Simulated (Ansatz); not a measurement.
Consider GaAs in the zinc blende structure (space group F-43m, No. 216; a = 5.6667 Å). Axes: x, y, z lie along the cube axes.

Structures relaxed with Ansatz (a quantum-chemistry and plane-wave program) r2SCAN, no spin-orbit coupling.

Base:

Simulated powder pattern, Cu Kα1, λ = 1.54056 Å (kinematic, ideal powder, no thermal factors, no anomalous dispersion; the 10 strongest lines at most, above 2 %, up to 2θ = 90°):

```
2θ (°)  I/Imax (%)    hkl
------  ----------  -----
27.24          100  (111)
45.22           75  (220)
53.59           45  (311)
65.88           12  (400)
72.67           18  (331)
83.51           24  (422)
89.87           14  (511)
```

After one change:

Simulated powder pattern, Cu Kα1, λ = 1.54056 Å (kinematic, ideal powder, no thermal factors, no anomalous dispersion; the 10 strongest lines at most, above 2 %, up to 2θ = 90°):

```json
[
 {"2θ (°)": "27.35", "I/Imax (%)": "100"},
 {"2θ (°)": "45.26", "I/Imax (%)": "50"},
 {"2θ (°)": "45.70", "I/Imax (%)": "24"},
 {"2θ (°)": "53.30", "I/Imax (%)": "15"},
 {"2θ (°)": "54.08", "I/Imax (%)": "29"},
 {"2θ (°)": "66.63", "I/Imax (%)": "7.7"},
 {"2θ (°)": "72.79", "I/Imax (%)": "12"},
 {"2θ (°)": "73.44", "I/Imax (%)": "5.7"},
 {"2θ (°)": "83.28", "I/Imax (%)": "8.1"},
 {"2θ (°)": "84.23", "I/Imax (%)": "16"}
]
```

### Question
Name the change that was made.
(A) biaxial strain −2.00 %, plane normal [001], relaxed out of plane
(B) biaxial strain −2.50 %, plane normal [001], relaxed out of plane
(C) biaxial strain −3.00 %, plane normal [001], relaxed out of plane
(D) biaxial strain −1.00 %, plane normal [001], relaxed out of plane

### Answer
D, biaxial strain −1.00 %, plane normal [001], relaxed out of plane. Its volume per atom is 22.48 Å³ against 22.75 Å³, and its space group is I-4m2 (No. 119).

No phonon test of stability was made.
